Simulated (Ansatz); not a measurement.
## Input and output of a self-consistent single point for Te (R-3m, 1 atom in the cell) (Ansatz)

Method of the run: LDA (PW92), default PAW files made with PBE (plane waves; Ansatz, a first-principles code).

Input:

Ansatz 0.2 input:
```yaml
crystal:
  lattice:
    - [2.31282300, 1.33530900, 1.69602600]
    - [-2.31282300, 1.33530900, 1.69602600]
    - [0.00000000, -2.67061800, 1.69602600]
  atoms:
    - { symbol: Te, position: [0.50000000, 0.50000000, 0.50000000] }
basis:
  ecutwfc: 30.9 Ry
kpoints:
  mp_grid: { grid: [10, 10, 10] }
hamiltonian:
  xc: lda
  pseudopotentials: { kind: paw }
scf:
  occupations: { method: gaussian, width: 0.0073 Ry }
output:
  forces: true
  eigenvalues: true
  stress: true
```

Output, abridged:

```
WARN ansatz: RAYON_NUM_THREADS=1 ignored (pool sized by the plan → 1); use --threads N
Pseudopotentials: kind: paw
Pseudopotential: Te, paw, valence charge 16
Crystal: 1 atoms, lattice volume = 31.427 Å³
Basis set: ecut = 420.4159175005146 eV, 635 PW (Γ)
Bands: 12, of which v1, the nominal top of the filled ones, is band 8 counted from 1 (7 counted from 0)
Symmetry: 12 space group operations
Space group: R-3m (ITA 166), of the structure as read, at distance tolerance 3.2e-5 Å
k-points: 116 of 1000
PAW frozen core: Te, regenerated for the run's functional, and the local potential with it
Initial density: superposition of atomic densities (neutral atoms: chi_scale 0, normalization atom), corrected by the library's trained network
Initial wavefunctions: pseudopotential atomic-orbital guess
Eigensolver: davidson
Functional: x = slater, c = lda
SCF iter   1: F=—  HF=-6827.178388 eV  |F-HF|=—  |Δ(HF+E_count)|=         —  Δρ=4.68e-3  dr2=3.29e-3  ethr=1.77e-3  ⟨swp⟩=5.3  Hψ=8545  notcnv=0
all-band conjugate gradients solve this SCF's bands
preconditioner: auto → LDOS
SCF iter   2: F=—  HF=-6827.176019 eV  |F-HF|=—  |Δ(HF+E_count)|=   2.37e-3  Δρ=7.74e-4  dr2=1.53e-4  ethr=2.05e-5  ⟨swp⟩=2.8  Hψ=3380  notcnv=0
SCF iter   3: F=—  HF=-6827.175924 eV  |F-HF|=—  |Δ(HF+E_count)|=   9.45e-5  Δρ=3.08e-4  dr2=1.60e-5  ethr=9.57e-7  ⟨swp⟩=2.0  Hψ=2309  notcnv=0
SCF iter   4: F=—  HF=-6827.175912 eV  |F-HF|=—  |Δ(HF+E_count)|=   1.20e-5  Δρ=6.42e-5  dr2=6.68e-7  ethr=1.00e-7  ⟨swp⟩=2.0  Hψ=2300  notcnv=0
iter 5 did not close the SCF: its close was put off for the readings that it lacked (scf_convergence_deferred on its scf_iter line)
SCF iter   5: F=-6827.175912 eV  HF=-6827.175912 eV  |F-HF|=1.64e-8  |Δ(HF+E_count)|=   3.84e-7  Δρ=1.14e-5  dr2=2.32e-8  ethr=4.18e-9  ⟨swp⟩=2.0  Hψ=2003  notcnv=0
SCF iter   6: F=-6827.175912 eV  HF=-6827.175912 eV  |F-HF|=2.51e-10  |Δ(HF+E_count)|=   1.32e-8  Δρ=1.12e-6  dr2=4.79e-10  ethr=1.45e-10  ⟨swp⟩=4.1  Hψ=6433  notcnv=0
SCF 1 converged in 6 iterations: F = -6827.175912 eV  dr2 = 4.79e-10
SCF converged after 6 iterations
Free energy (F): -6827.175912 eV
Harris-Foulkes:  -6827.175912 eV  (|F-HF|=2.51e-10)
Internal energy: -6827.172301 eV  (E = F + TS)
E sigma→0 (E₀):  -6827.174107 eV
Entropy (-TS):   -0.003611 eV (-3.611 meV/atom)
Fermi energy:    9.709353 eV
--- Per-component energies (eV) ---
  E_band       = -252.778993
  E_kinetic    = 181.484190
  E_local      = -1181.908690  (includes V_loc(G=0)·N_el)
  E_nonlocal   = -305.030855
  E_hartree    = 769.671127
  E_xc         = -123.904126
  E_vxc        = -104.878022  (∫ρ·V_xc dr)
  E_paw        = -4509.539566  (= ΣΔE_a)
  E_vpaw       = -381.786995  (= ΣTr[D̂ρ^β])
  E_aug_tail   = -0.000145  (compensation charges beyond the density's cutoff)
  E_ewald      = -1658.622897
  E_core_change = 0.678661  (= ΣΔE_core)
  E_smearing   = -0.003611  (= −TS)
  E_closure    = 0.000000  (closes the sum)
  Σ components = -6827.175912   (vs F -6827.175912, Δ=0.00e0)
--- Forces (eV/Å), atoms counted from 1 ---
  atom   1  Te     0.00000000     0.00000000     0.00000000
  max |Σ_I F_I| component: 1.26e-29 eV/Å
--- Stress (GPa, compression-positive) ---
       -1.934077       0.000000       0.000000
        0.000000      -1.934077       0.000000
        0.000000       0.000000      -1.385501
  P = ⅓ Tr σ = -1.7512 GPa (-17.512 kbar)
  The stress holds the Pulay correction. Without it, at fixed plane waves, as pw.x and ABINIT print it: P = -1.7907 GPa
--- Band table (eV; the first three rows and the last of 116) ---
  k-point 0: bands = ["-27.6421", "-27.6421", "-27.5749", "-27.5749", "-27.5493", "-4.2546", "10.6347", "11.0873", "11.0873", "15.9647", "15.9647", "16.2022"]
  k-point 1: bands = ["-27.6421", "-27.6361", "-27.5763", "-27.5751", "-27.5502", "-4.1318", "9.6258", "10.9137", "11.1887", "16.0854", "16.2541", "17.5879"]
  k-point 2: bands = ["-27.6422", "-27.6208", "-27.5799", "-27.5756", "-27.5521", "-3.7770", "7.4862", "11.1737", "11.4726", "16.4342", "16.6690", "20.3807"]
  k-point 115: bands = ["-27.6174", "-27.6174", "-27.5801", "-27.5321", "-27.5321", "1.3026", "6.3149", "6.3149", "7.2610", "13.6848", "13.6848", "15.1741"]
```

The run converged in 6 iterations.

The starting cell comes from a database of computed structures (which also holds hypothetical and non-ambient phases and stackings), without a prior relaxation at this level. Its lattice was rescaled by up to half a per cent. Spin-orbit coupling is off. Ansatz's pressure includes its estimate of the finite-basis (Pulay) stress.
